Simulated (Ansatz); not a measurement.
## MoSi2: energy against strain

MoSi2 (MoSi2 type, I4/mmm, 13.267 Å³/atom and stress up to 0.01 GPa in the relaxed cell, c along z) under a strain ε along a (axis x), the other axes held. PBEsol in Ansatz, a plane-wave DFT program (PAW, default set), 420 eV, 25×25×25 Γ-centred mesh, Fermi-Dirac smearing 0.10 eV; ions are relaxed, or left where forces stay under 0.02 eV/Å, within the symmetry of each cell.

Here s stands for strain and y for E less E0.

```
strain (%)  E less E0 (meV/atom)
----------  --------------------
-3.00                          ?
-1.50                       3.99
-1.00                       1.76
-0.50                       0.44
0.00                        0.00
0.50                        0.43
1.00                        1.69
1.50                        3.78
```

The 7 complete rows are fitted with a parabola, y against s. Least squares gives y = 0.001 - 0.0557·s + 1.7257·s². Residuals (row less fit): 0.023, -0.022, -0.020, -0.001, 0.025, 0.019, -0.020; standard error 0.027 (degrees of freedom: 4). Twice the quadratic coefficient over the volume, 2 × 1.7257 meV × 10⁴ × 0.1602 / 13.267 Å³, is the elastic constant C11 = about 420 GPa.

Task: What does the fit predict for y at s = -3.00, and how far is the calculated value from it?

Result: y = 0.001 - 0.0557 × (-3.0) + 1.7257 × (-3.0)² = 15.699 meV/atom. The calculation gives 16.34 meV/atom, 0.641 meV/atom above the prediction (3.9 % of the range of y in the table). The row lies outside the fitted rows, so this is an extrapolation. From the scatter of the fitted rows alone, a prediction at this place has a standard error of 0.102 meV/atom, so the miss is 6.3 times that.

A polynomial of degree 3 through the 12 other runs of the series gives 16.35 there, so most of the miss is curvature that the fit leaves out. In a metal these values are sensitive to mesh and smearing; energies are taken to zero smearing, stresses follow the free energy. Rows are the converged runs of the series near zero and its far end; series whose fitted rows scatter by over a few per cent of the range, as at a crossing or softening among them, aren't shown in this form, nor equations of state whose B0' disagrees with the runs' pressures. Most that stay on the fit to the last digits aren't either.
